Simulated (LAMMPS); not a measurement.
Quenches at 1e+13 K/s across the composition of ZnSe (zinc blende) with a share x of Se sites S; each row starts from its own melt temperature.

All values are model results, not measurements: classical MD, pair style sw, file CdTeZnSeHgS0.sw (LAMMPS).

```tsv
x	density	state
0.25	4.68 g/cm³ (one sample)	glass
0.5	4.49 g/cm³ (one sample)	glass
0.75	4.17 g/cm³ (one sample)	glass
```

Caution: the real compound melts congruently only under the pressure of its own vapour and loses its more volatile element when open.
